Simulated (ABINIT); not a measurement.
A self-consistent single point of AlNi (Pm-3m, 2 atoms in the cell) with ABINIT.

Method: LDA (PW92), norm-conserving pseudopotentials (PseudoDojo nc-sr-04 LDA standard) (plane waves; ABINIT).

```xyz
2
Lattice="2.8214 0.0000 0.0000 0.0000 2.8214 0.0000 0.0000 0.0000 2.8214" Properties=species:S:1:pos:R:3 pbc="T T T"
Al     1.4107     1.4107     1.4107
Ni     0.0000     0.0000     0.0000
```

Reference input (self-consistent single point, DFT, PBE, plane waves, norm-conserving pseudopotentials (PseudoDojo nc-sr-05 PBE standard)): pseudos = [Al.upf, Ni.upf]; ecut = 49 Ha; ixc = 11; occopt = 7; tsmear = 0.00999582 Ha; ngkpt = 9 9 9; nshiftk = 1; shiftk = 0 0 0; potentials = PseudoDojo nc-sr-05 PBE standard; nband = 16; kptopt = 1; nstep = 50. This run's input differs from it in these lines:

```diff
@@ -1,2 +1,2 @@
-# AlNi, PseudoDojo nc-sr-05 PBE standard
+# AlNi, PseudoDojo nc-sr-04 LDA standard
 pp_dirpath "./"
@@ -16,3 +16,3 @@
 ecut 49 Ha
-ixc 11
+ixc 7
 occopt 7
```

Its files differ too (potentials: PseudoDojo nc-sr-05 PBE standard → PseudoDojo nc-sr-04 LDA standard).

Log, with long lists cut:

```
--- !BeginCycle
solver: {iscf: 7, nstep: 50, nline: 4, wfoptalg: 0, }
tolerances: {toldfe: 1.00E-09, }
...

     iter   Etot(hartree)      deltaE(h)  residm     vres2
 ETOT  1  -169.67164656834    -1.697E+02 5.492E-01 1.372E+01
 ETOT  2  -169.86785656231    -1.962E-01 5.855E-02 9.435E+02
 ETOT  3  -169.99072310476    -1.229E-01 6.696E-03 4.186E+02
 ETOT  4  -170.07515998346    -8.444E-02 1.927E-03 3.927E+01
 ETOT  5  -170.07467742455     4.826E-04 8.662E-04 3.698E+01
   [... 3 lines left out ...]
 ETOT  9  -170.08284987044    -3.036E-07 1.619E-04 1.747E-05
 ETOT 10  -170.08284987426    -3.822E-09 2.112E-04 1.394E-08
 ETOT 11  -170.08284987426     0.000E+00 1.491E-04 2.354E-10
 ETOT 12  -170.08284987427    -6.679E-12 1.883E-04 3.784E-13
 At SCF step   12, etot is converged :
  for the second time, diff in etot=  6.679E-12 < toldfe=  1.000E-09

 Cartesian components of stress tensor (hartree/bohr^3)
  sigma(1 1)= -5.38523853E-05  sigma(3 2)=  0.00000000E+00
  sigma(2 2)= -5.38523853E-05  sigma(3 1)=  0.00000000E+00
  sigma(3 3)= -5.38523853E-05  sigma(2 1)=  0.00000000E+00

 ----iterations are completed or convergence reached----

 reduced coordinates (array xred) for    2 atoms
       0.500000000000      0.500000000000      0.500000000000
       0.000000000000      0.000000000000      0.000000000000
 cartesian forces (eV/Angstrom) at end:
    1     -0.00000000000000    -0.00000000000000    -0.00000000000000
    2     -0.00000000000000    -0.00000000000000    -0.00000000000000
 frms,max,avg= 0.0000000E+00 0.0000000E+00   0.000E+00  0.000E+00  0.000E+00 e/A
   [... lines left out ...]
 Fermi (or HOMO) energy (hartree) =   0.41535   Average Vxc (hartree)=  -0.46651
   [... lines left out ...]
total_energy        : -1.70082849874270E+02
total_energy_eV     : -4.62818971593152E+03
band_energy         : -1.44559945105614E+01
...

-Cartesian components of stress tensor (GPa)         [Pressure=  1.5844E+00 GPa]
- sigma(1 1)= -1.58439161E+00  sigma(3 2)=  0.00000000E+00
- sigma(2 2)= -1.58439161E+00  sigma(3 1)=  0.00000000E+00
- sigma(3 3)= -1.58439161E+00  sigma(2 1)=  0.00000000E+00

 Calculation completed.
```

The run converged in 12 iterations. Against the reference run the pressure goes from 13.97 to 1.58 GPa.

The starting cell comes from a database of computed structures (which also holds hypothetical and non-ambient phases and stackings), without a prior relaxation at this level. Its lattice was rescaled by a random factor within 2.5 % of one. Spin polarisation is off.

Cost on one core of a shared machine: roughly 2 min.
